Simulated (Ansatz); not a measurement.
## Effect of pressure 45 GPa on TiC

The parent structure is TiC in the rock salt structure (space group Fm-3m, No. 225; a = 4.328 Å).

The change: cell and atoms relaxed at a pressure of 45 GPa.

Calculations: r2SCAN (Ansatz, a first-principles code; PAW; 500 eV plane waves; without spin-orbit coupling). Γ-centred 18×18×18 mesh, Fermi–Dirac width 0.05 eV.

```
quantity                   base     changed        shift
-------------------  ----------  ----------  -----------
volume per atom        10.13 Å³     8.88 Å³     -1.25 Å³
density              4.91 g/cm³  5.60 g/cm³  +0.69 g/cm³
lattice parameter a     4.328 Å     4.141 Å     -0.187 Å
band gap                   zero        zero            –
```

Final structure:

```
CELL_PARAMETERS angstrom
      0.00000     2.07065     2.07065
      2.07065     0.00000     2.07065
      2.07065     2.07065     0.00000
ATOMIC_POSITIONS crystal
  C  0.00000 0.00000 0.00000
  Ti 0.50000 0.50000 0.50000
```

Load acts through the strain it causes; cell and atoms are relaxed under it. No phonon test of stability was made. Competing high-pressure phases were not computed. All final runs are without spin polarisation.
